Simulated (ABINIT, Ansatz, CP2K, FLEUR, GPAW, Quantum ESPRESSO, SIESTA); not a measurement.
Code comparison for PbO2 (P4_2/mnm, 6 atoms in the cell)

Self-consistent single point, at a second geometry (lattice scaled by 0.98). First geometry:

```yaml
crystal:
  lattice:
    - [4.94851, 0.00000, 0.00000]
    - [0.00000, 4.94851, 0.00000]
    - [0.00000, 0.00000, 3.37730]
  atoms:
    - { symbol: Pb, position: [0.00000, 0.00000, 0.00000] }
    - { symbol: Pb, position: [0.50000, 0.50000, 0.50000] }
    - { symbol: O, position: [0.30743, 0.30743, 0.00000] }
    - { symbol: O, position: [0.69257, 0.69257, 0.00000] }
    - { symbol: O, position: [0.19257, 0.80743, 0.50000] }
    - { symbol: O, position: [0.80743, 0.19257, 0.50000] }
```

Shared settings, as Ansatz (a quantum-chemistry and plane-wave program) writes them: kpoints.mp_grid.grid = 6 6 9; scf.occupations.method = gaussian; scf.occupations.width = 0.1 eV. Potentials and cutoffs stand in the table.

```tsv
code	model	ΔF from the first geometry (meV/atom)	pressure (GPa)	largest force (eV/Å)	cutoff
ABINIT	PBE, norm-conserving pseudopotentials (PseudoDojo nc-sr-05 PBE standard)	77.7	21.65	0.274	42 Ha
FLEUR	PBE, all-electron FLAPW (FLEUR), scalar-relativistic valence	–	–	0.269	Kmax 4.4 1/bohr
CP2K	PBE, GPW, DZVP-MOLOPT-SR-GTH basis, GTH-PBE potentials (GTH_POTENTIALS)	74.4	20.35	0.039	grid 450 Ry
Ansatz	PBE, PAW files	80.6	22.00	0.285	default
Quantum ESPRESSO	PBE, GBRV 1.5 ultrasoft (PBE) pseudopotentials	77.8	21.67	0.280	40 Ry
SIESTA	GGA PBE, numerical atomic orbitals DZP, PseudoDojo PBE standard norm-conserving potentials (rewritten from UPF to PSML)	107.0	28.19	0.219	grid 300 Ry
GPAW	PBE, GPAW PAW datasets PBE (gpaw-data 1.0.1)	72.6	–	0.265	900 eV
```

A dash marks a value that a program does not give, or that is left out as unsure.

No clean gap comes from ABINIT, CP2K, Quantum ESPRESSO, SIESTA and GPAW: levels at the Fermi energy touch, overlap or are partly filled at this smearing.

On Ansatz's run: spin-orbit coupling is off.

The spread over the programs that give each value: ΔF from the first geometry within 34.4 meV/atom; pressure within 7.84 GPa; largest force within 0.246 eV/Å.

CP2K and SIESTA use small atom-centred bases, whose incompleteness enters pressures, forces and empty levels differently from a plane-wave cutoff. FLEUR treats all electrons, but the usual bases taken here (sphere radii, linearisation, local orbitals, empty states) were not tested for convergence, so the values are no reference for the others. Ansatz's pressure is given at a fixed set of plane waves, as the other plane-wave codes print theirs; with its correction for the finite basis it is 22.38 GPa (the shift of 0.38 GPa shows how far the cutoff is from converged). The pressure of GPAW is left out: its cutoff lies under the one at which its stress was checked. In the pressure, CP2K (by 1.32) and SIESTA (by 6.52) lie more than 1 GPa from the median of the plane-wave programs. In the force vectors, CP2K (by 0.243) lies more than 0.08 eV/Å from the median of the plane-wave programs.

The starting cell comes from a database of computed structures (which also holds hypothetical and non-ambient phases and stackings), without a prior relaxation at this level. Its lattice was rescaled by a random factor within 2.5 % of one. For this run, on top of that: lattice scaled by 0.98.

Keys are those of Ansatz 0.2.
